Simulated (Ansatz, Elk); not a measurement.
An Elk input for a self-consistent single point of CoGa (Pm-3m, 2 atoms in the cell) (DFT, PBE, all-electron FP-LAPW, Elk's shipped species files, default APW+lo basis):

```
tasks
  0

xctype
  20

swidth
  0.00367493

maxscl
  100

scale
  1.889726125

avec
    2.8224000000    0.0000000000    0.0000000000
    0.0000000000    2.8224000000    0.0000000000
    0.0000000000    0.0000000000    2.8224000000

atoms
  2
  'Ga.in'
  1
  0.5000000000  0.5000000000  0.5000000000    0.0 0.0 0.0
  'Co.in'
  1
  0.0000000000  0.0000000000  0.0000000000    0.0 0.0 0.0

ngridk
  8 8 8
```

Give the Ansatz (a program for electronic structure) input for the same structure, mesh, smearing and functional.

One input that does it (others would too):

Ansatz 0.2 input:
```yaml
crystal:
  lattice:
    - [2.82240000, 0.00000000, 0.00000000]
    - [0.00000000, 2.82240000, 0.00000000]
    - [0.00000000, 0.00000000, 2.82240000]
  atoms:
    - { symbol: Ga, position_ang: [1.41120000, 1.41120000, 1.41120000] }
    - { symbol: Co, position_ang: [0.00000000, 0.00000000, 0.00000000] }
kpoints:
  mp_grid:
    grid: [8, 8, 8]
hamiltonian:
  xc: pbe
  pseudopotentials:
    kind: paw
scf:
  occupations:
    method: fermi_dirac
    width: 0.1
output:
  forces: true
  eigenvalues: true
  stress: true
```

Basis, cutoffs, solver keys and any potentials are the target program's own. This input uses DFT, PBE, plane waves, default PAW files.

The starting cell has typed, rounded lattice constants, without a prior relaxation at this level. For this run, on top of that: lattice scaled by 0.98.
